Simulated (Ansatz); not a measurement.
NH2 on the 1x1 (0001) surface of hcp Co, ferromagnetic, one in a 2x2 cell: adsorption energies (eV for each) against NH3(g) − ½ H2(g) in Ansatz (plane waves, PAW). Structures relaxed with PBE; the other functionals are single points on them, with slab and gas at the same level. No dispersion, zero-point or thermal terms. Rows are starts at which the adsorbate stayed; left out, since it moved away, changed or didn't bind there, or the run didn't converge: top Co.

Slab: 19 atoms, 6.0 Å thick at the start under the adsorbate (thin: gaps and levels are the slab's own); k 7x7x1, smearing 0.1 eV, dipole-corrected; 8 atoms held, the rest relaxed; each run with such symmetry as its start has; spin-polarised, no spin-orbit, no U, no dispersion correction.

| site | PBE | RPBE |
|---|---|---|
| hollow Co-Co-Co | 0.08 | ___ |
| hollow Co-Co-Co over Co at depth 2.0 Å | 0.05 | ___ |
| bridge Co-Co (span 2.5 Å) | -0.09 | ___ |

Question: Fill in the missing entries.

Answer: 
- hollow Co-Co-Co, RPBE: 0.38
- hollow Co-Co-Co over Co at depth 2.0 Å, RPBE: 0.34
- bridge Co-Co (span 2.5 Å), RPBE: 0.18

RPBE moves the energies by 0.29 eV on average against PBE and puts 'bridge Co-Co (span 2.5 Å)' lowest, as PBE does.

Ansatz is a first-principles code.
